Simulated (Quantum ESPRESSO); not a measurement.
Quantum ESPRESSO 7.5, DFT, PBE, plane waves, PseudoDojo 0.5 standard norm-conserving PBE (local tails restored to the Coulomb form): bcc W, atoms displaced, 2 atoms. Basis and mesh were picked for this test and aren't claimed converged.

```
Property                                               Result
----------------------------  -------------------------------
cell                          3.17, 3.17, 3.17 Å; 90, 90, 90°
distance to the nearest atom                   2.69 to 2.69 Å
task                                                      scf
k mesh                                                  8×8×8
ecutwfc                                                 74 Ry
ecutrho                                                296 Ry
occupations                                          smearing
smearing                                                   mv
degauss                                               0.02 Ry
conv_thr                                             2e-09 Ry
tprnfor                                                  true
tstress                                                 false
diagonalization                               david (default)
mixing_mode                                   plain (default)
mixing_beta                                     0.7 (default)
mixing_ndim                                       8 (default)
k-points computed                                         260
bands                                                      18
electrons                                                  28
G-vectors of the density                                18349
FFT grid                                             36×36×36
```

It runs on a single node (Intel Xeon 6 (Granite Rapids), 96 cores on 1 socket, 2 hardware threads a core, 3 L3 cache groups, 3 NUMA nodes).

Times are wall-clock medians of two to five runs, from launch to exit, with nothing else on the machine. Unless noted, each process is bound to its own block of adjacent cores. The times hold for this build (conda-forge: Open MPI 5.0, OpenMP, OpenBLAS 0.3.34 (pthreads), FFTW, ScaLAPACK, ELPA). Scratch files lie in a memory file system.

All on 96 ranks. The candidates, on 96 cores each, agree within 1.0 meV/atom in energy, 10 meV/Å in forces (largest component):
A. -nk 48
B. -nk 16
C. -nk 96
D. -nk left out (the program takes 6)

Question: Which choice gives the shortest wall time?

Answer: A and C, at 2.9 s, level within 8 % or the scatter of repeats. At the other end D takes 1.3× as long.

```json
[
 {"candidate": "A", "wall time": "2.9 s", "repeats": "3 runs within 5 %", "SCF iterations": "10"},
 {"candidate": "C", "wall time": "2.9 s", "repeats": "3 runs within 2 %", "SCF iterations": "10"},
 {"candidate": "B", "wall time": "3.5 s", "repeats": "3 runs within 1 %", "SCF iterations": "9"},
 {"candidate": "D", "wall time": "3.7 s", "repeats": "3 runs within 3 %", "SCF iterations": "8"}
]
```

From the slowest to the fastest: The largest move is in FFTs of H·ψ (vloc_psi): 1.2 s to 0.76 s. Launch, exit and the like take 0.81 s of the 2.9 s.
